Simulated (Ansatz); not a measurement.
The reference is Os in the hcp (Mg type) structure (space group P6_3/mmc, No. 194; relaxed with 0.1 eV smearing).

```
CELL_PARAMETERS angstrom
      2.72903     0.00000     0.00000
     -1.36451     2.36341     0.00000
      0.00000     0.00000     4.30906
ATOMIC_POSITIONS crystal
  Os 0.66667 0.33333 0.75000
  Os 0.33333 0.66667 0.25000
```

Level of theory: Kohn–Sham DFT with the PBEsol functional, run in Ansatz (a first-principles code) with PAW and 420 eV plane waves, scalar-relativistic without spin-orbit coupling.

Base values:

- Pressure = 0.0 GPa

It is then changed as follows: every lattice vector is stretched by 3.00 %, atoms relaxed at fixed cell.

Question: What does the calculation give for the pressure and energy relative to the base after the change?

Answer: The pressure (mean of the normal stresses, compression positive) goes from zero to -31.0 GPa; the energy goes up by 136 meV/atom.

The cells carry an imposed strain or load. No phonon test of stability was made. All final runs are without spin polarisation.
